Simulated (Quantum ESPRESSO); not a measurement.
Quantum ESPRESSO 7.5, DFT, PBE, plane waves, SSSP 1.1.2 efficiency PBE: bcc Mo, atoms displaced (Mo10), 10 atoms. Basis and mesh were picked for this test and aren't claimed converged.

```yaml
cell: 3.15, 3.15, 15.73 Å; 90, 90, 90°
distance_to_the_nearest_atom: 2.33 to 2.69 Å
task: scf
k mesh: 4×4×1
ecutwfc: 45 Ry
ecutrho: 360 Ry
occupations: smearing
smearing: mv
degauss: 0.02 Ry
conv_thr: 1e-08 Ry
tprnfor: true
tstress: false
k-point pools (-nk): 4
diagonalization: david (default)
k-points computed: 10
bands: 84
electrons: 140
G-vectors of the density: 121183
FFT grid: 36×36×180
```

Settings of this run: mixing_mode = plain, mixing_beta = 0.7, mixing_ndim = 8; 8 ranks.

```tsv
SCF iteration	band solver's avg # of iterations (first pass)	estimated scf accuracy (Ry)
1	2.8	0.50284216
2	6.5	51.87570914
3	10.4	102.02861043
4	9.6	2.64934961
5	10.1	71.17424726
6	8.0	1.57585703
7	2.4	0.10703998
8	6.9	0.05396185
9	4.7	0.01172997
10	10.1	0.00778964
11	1.8	0.00153076
12	5.2	0.00122718
13	3.8	0.00684953
14	1.2	0.00042050
15	2.6	0.00042728
16	2.7	0.00132727
17	1.4	0.00014164
18	2.3	0.00005610
19	1.7	0.00000687
20	4.6	0.00003179
21	3.7	0.00000035
22	5.3	0.00000077
23	5.1	0.00001156
24	4.8	0.00000014
25	2.2	0.00000012
26	2.4	0.00000032
27	1.1	0.00000001
28	3.3	0.00000001
29	2.9	0.00000002
30	4.7	0.00000012
31	4.4	4.2E-10
```

It converged after 31 SCF iterations.

Question: The cycle is slow. Which setting should be changed?

Answer: One answer among several that fit: mixing_mode = TF (11 SCF iterations) or mixing_mode = local-TF (11 SCF iterations), all else kept. The other changes of this size gave: mixing_ndim = 16 (19); mixing_beta = 0.1 (22); mixing_beta = 0.2 (22); mixing_beta = 0.4 (28); mixing_beta = 1 (50). The first change moves the result by: energy equal as printed, forces (largest component) 0.12 meV/Å. Counts are of single runs.
